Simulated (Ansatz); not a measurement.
What biaxial strain +3.00 %, plane normal [001], relaxed out of plane does to CdTe

Base system: CdTe in the zinc blende structure (space group F-43m, No. 216; a = 6.4887 Å). Axes: x, y, z lie along the cube axes.

It is then changed as follows: tensile biaxial strain of 3.00 % in the plane normal to [001], as in epitaxy on a mismatched substrate; the out-of-plane cell vector and the atoms relax.

Calculations: plane-wave PAW DFT at the PBEsol level (Ansatz, a program for electronic structure, 420 eV), no spin-orbit coupling. k-mesh 9×9×9 (Γ-centred); smearing 0.05 eV (Fermi–Dirac).

```tsv
quantity	base	changed	shift
volume per atom	34.15 Å³	34.72 Å³	+0.57 Å³
shortest interatomic distance	2.810 Å	2.828 Å	+0.0188 Å
energy relative to the base (free energy F)	0 meV/atom	+7.2 meV/atom	+7.2 meV/atom
band gap	0.65 eV	0.45 eV	-0.20 eV
gap character	direct at Γ	direct at Γ	–
electron mass	0.055 mₑ (at Γ)	0.043 mₑ out of plane, 0.054 mₑ in plane (at Γ)	–
valence-band top at Γ (three highest levels, from the VBM)	0.00, 0.00, 0.00 eV	0.00, -0.20, -0.20 eV	–
valley order (the lowest conduction-band minima on the path, energy above the VBM, named in the base's zone)	Γ 0.65 eV; L along ⟨111⟩ 1.74 eV	Γ 0.45 eV; L along [1-1-1] 1.55 eV	–
out-of-plane strain	–	-4.17 %	–
ratio −ε⊥/ε∥	–	1.39	–
mean in-plane stress (compression positive)	–	-1.1 GPa	–
```

Final structure (turned so that z lies along the plane normal):

```xyz
2
Lattice="4.7259 0.0000 0.0000 0.0000 4.7259 0.0000 2.3629 -2.3629 3.1091" Properties=species:S:1:pos:R:3 pbc="T T T"
Cd     0.0000     0.0000     0.0000
Te     4.7259     2.3629     1.5546
```

Cost of the whole job for the changed cell (relaxation, final SCF and bands): around 70 core-seconds (rough).

With Te present, leaving out spin-orbit coupling can change the band edges. Masses are band curvatures over ±0.01 Å⁻¹ around the edge. Stability against distortions was not tested. k-point labels follow each cell's own Brillouin zone.
